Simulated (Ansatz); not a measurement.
**What Se → Pd does to CdSe**

The parent structure is CdSe in the wurtzite structure (space group P6_3mc, No. 186; a = 4.3021 Å, c = 7.0214 Å).

One thing is altered: every Se is replaced by Pd, then cell and atoms are relaxed.

Computed with Kohn–Sham DFT with the PBEsol functional, run in Ansatz (a quantum-chemistry and plane-wave program) with PAW and 420 eV plane waves, no spin-orbit coupling, earlier PAW set. Γ-centred 12×12×9 mesh, Fermi–Dirac width 0.05 eV, for the changed cell.

```tsv
quantity	base	changed	shift
volume per atom	28.13 Å³	23.69 Å³	-4.44 Å³
density	5.65 g/cm³	7.67 g/cm³	+2.02 g/cm³
space group	P6_3mc (No. 186)	P6_3/mmc (No. 194)	–
shortest interatomic distance	2.633 Å	2.630 Å	-0.003 Å
band gap	0.54 eV	zero	–
```

No phonon test of stability was made. As relaxed here, CdPd is a hypothetical phase, not in the database extracts checked. The final runs are not spin-polarised.
